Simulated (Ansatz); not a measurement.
Take WC (space group P-6m2, No. 187; a = 2.9225 Å, c = 2.8462 Å; relaxed with 0.1 eV smearing) as the base. Axes: x lies along a and z along c of the hexagonal cell.

Calculations: plane-wave PAW DFT at the PBE level (Ansatz, a quantum-chemistry and plane-wave program, 420 eV), no spin-orbit coupling.

Before the change:

The band gap is zero.

One thing is altered: the cell is compressed by 1.05 % along z with no lateral relaxation; the atoms relax in the strained cell.

Q: Estimate the effect on the energy relative to the base.

A: The energy increases by 3.5 meV/atom.

Q: Estimate the effect on the stress.

A: The stress (xx, yy, zz, yz, xz, xy; compression positive) comes out as (1.9, 1.9, 10.2, 0.0, 0.0, 0.0) GPa.

Q: How does this affect the band gap?

A: The band gap stays zero.

No phonon test of stability was made. All final runs are without spin polarisation.
